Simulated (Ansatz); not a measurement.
The parent structure is Rb in the bcc (W type) structure (space group Im-3m, No. 229; relaxed with 0.1 eV smearing).

```yaml
crystal:
  lattice:
    - [-2.78564, 2.78564, 2.78564]
    - [2.78564, -2.78564, 2.78564]
    - [2.78564, 2.78564, -2.78564]
  atoms:
    - { symbol: Rb, position: [0.00000, 0.00000, 0.00000] }
```

All numbers come from Ansatz (a quantum-chemistry and plane-wave program) PBEsol, no spin-orbit coupling.

Strains are applied to the cell and any free atomic positions relax.

One change was made to it. Results:

The energy goes up by 4.1 meV/atom; the pressure goes from zero to -0.2 GPa.

Task: Name the change that was made.
A) isotropic strain +2.00 %
B) isotropic strain +2.50 %
C) isotropic strain +3.00 %

Result: B, isotropic strain +2.50 %. For comparison, the energy relative to the base in the other runs: isotropic strain +2.00 % gives +2.7 meV/atom; isotropic strain +3.00 % gives +5.8 meV/atom.

Whether these cells are dynamically stable was not tested. The final runs are not spin-polarised.
